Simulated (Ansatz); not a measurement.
## SiC in the wurtzite structure (space group P6_3mc, No. 186)

SiC has the hexagonal space group P6₃mc (No. 186), the wurtzite structure, Pearson symbol hP4. Cell: a = b = 3.0920 Å, c = 5.0743 Å, α = β = 90.00°, γ = 120.00°. Si on 2b sees 4 C at 1.893–1.907 Å (tetrahedral). C on 2b sees 4 Si at 1.893–1.907 Å (tetrahedral). (Neighbours: up to the widest gap in distance over summed covalent radii, below 1.35, at either atom.)

All numbers come from PBE (Ansatz, a quantum-chemistry and plane-wave program; PAW; 420 eV plane waves; no spin-orbit coupling). Settings: 12×12×7 k-points, 0.05 eV Fermi–Dirac smearing.

```yaml
volume_per_atom: 10.50 Å³
density: 3.17 g/cm³
band_gap: 2.31 eV, indirect, Γ → K
electron_mass: 0.27 mₑ along c, 0.44 mₑ across
total_energy: -443.577 eV/atom (σ→0; compares only within this code and set-up)
```

Effective masses come from finite differences of ±0.01 Å⁻¹. No phonon test of stability was made.
